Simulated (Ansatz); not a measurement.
```yaml
crystal:
  lattice:
    - [17.00000, 0.00000, 0.00000]
    - [0.00000, 11.50000, 0.00000]
    - [0.00000, 0.00000, 11.21767]
  atoms:
    - { symbol: B, position: [0.57511, 0.50034, 0.99946] }
    - { symbol: B, position: [0.42489, 0.49966, 0.49946] }
    - { symbol: B, position: [0.49206, 0.49992, 0.23358] }
    - { symbol: B, position: [0.50794, 0.50008, 0.73358] }
    - { symbol: Se, position: [0.60411, 0.50059, 0.83005] }
    - { symbol: Se, position: [0.39589, 0.49941, 0.33005] }
    - { symbol: Se, position: [0.46893, 0.49986, 0.06221] }
    - { symbol: Se, position: [0.53107, 0.50014, 0.56221] }
    - { symbol: Se, position: [0.59888, 0.50044, 0.29105] }
    - { symbol: Se, position: [0.40112, 0.49956, 0.79105] }
    - { symbol: Se, position: [0.66527, 0.50064, 0.10447] }
    - { symbol: Se, position: [0.33473, 0.49936, 0.60447] }
```

All values below come from PBE+D3(BJ) (plane waves to 420 eV, PAW; Ansatz, a quantum-chemistry and plane-wave program). Mesh 1×1×4. No spin polarisation. Isolated but for its images some 11 Å away. A model cut from a filed crystal. Only distortions within the start's symmetry and period were free. Values not marked SOC lack spin–orbit coupling.

Tabulate the two highest filled and two lowest empty levels along the axis, from the valence top.


```tsv
k (2π/c)	v2 (eV)	v1 (eV)	c1 (eV)	c2 (eV)
0.000	-0.52	0.00	1.89	2.52
0.042	-0.52	0.00	1.89	2.52
0.083	-0.52	-0.01	1.89	2.53
0.125	-0.51	-0.02	1.90	2.55
0.167	-0.51	-0.04	1.91	2.57
0.208	-0.49	-0.06	1.93	2.60
0.250	-0.47	-0.08	1.94	2.61
0.292	-0.45	-0.11	1.97	2.54
0.333	-0.42	-0.14	2.00	2.47
0.375	-0.39	-0.17	2.04	2.39
0.417	-0.35	-0.21	2.08	2.32
0.458	-0.32	-0.24	2.13	2.25
0.500	-0.28	-0.28	2.19	2.19
```
